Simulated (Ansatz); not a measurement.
Start from SiO$_{2}$ in the rutile structure (space group P4_2/mnm, No. 136).

```yaml
crystal:
  lattice:
    - [4.18519, 0.00000, 0.00000]
    - [0.00000, 4.18519, 0.00000]
    - [0.00000, 0.00000, 2.66884]
  atoms:
    - { symbol: Si, position: [0.00000, 0.00000, 0.00000] }
    - { symbol: Si, position: [0.50000, 0.50000, 0.50000] }
    - { symbol: O, position: [0.30610, 0.30610, 0.00000] }
    - { symbol: O, position: [0.80610, 0.19390, 0.50000] }
    - { symbol: O, position: [0.19390, 0.80610, 0.50000] }
    - { symbol: O, position: [0.69390, 0.69390, 0.00000] }
```

Cartesian axes are those of the cell as printed.

All numbers come from r2SCAN, PAW, 500 eV (Ansatz, a program for electronic structure; no SOC).

For the base:

| Quantity | Value |
|---|---|
| Valence-band top at Γ | 0.00, -0.88, -0.88 eV |

Perturbation: tensile biaxial strain of 4.78 % in the plane normal to [001], as in epitaxy on a mismatched substrate; the out-of-plane cell vector and the atoms relax.

Task: What happens to the valence-band top at Γ and in-plane stress?

Result: The valence-band top at Γ (three highest levels, from the VBM) changes from 0.00, -0.88, -0.88 eV to 0.00, -0.76, -0.76 eV; the mean in-plane stress (compression positive) amounts to -18.1 GPa.

The levels and masses belong to the bands next to the band gap. No phonon test of stability was made.
